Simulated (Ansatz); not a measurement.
The starting structures come from a database of crystals and need not be the phases stable at ambient conditions.

By PBEsol, the system below comes out a metal.

Without scattering a metal conducts by its projected Fermi surface.

Here is the system:

```
CELL_PARAMETERS angstrom
      4.63263     0.00000     0.00000
      0.00000     6.55153     0.00000
      0.00000     3.27576     3.27576
ATOMIC_POSITIONS crystal
  Cr 0.50000 0.75000 0.25000
  Cr 0.50000 0.25000 0.75000
  Cr 0.00000 0.50000 0.25000
  Cr 0.00000 0.50000 0.75000
  Cr 0.25000 0.00000 0.50000
  Cr 0.75000 0.00000 0.50000
  Ru 0.00000 0.00000 0.00000
  Ru 0.50000 0.50000 0.00000
```

Space group of this cell: Pm-3n, A15 (Cr3Si type). The cell is taken as given; by PBEsol its mean pressure is -10.5 GPa.

The current flows along the normal of the first two printed cell vectors, the (110) plane of the conventional cell. No spin-orbit coupling; the value is a mean over 0.1 eV about the Fermi level.

Question: Compute, with PBEsol in Ansatz (a quantum-chemistry and plane-wave program), the ballistic conductance per area.

Answer: 1.1 × 10¹⁵ S/m² for both spins.
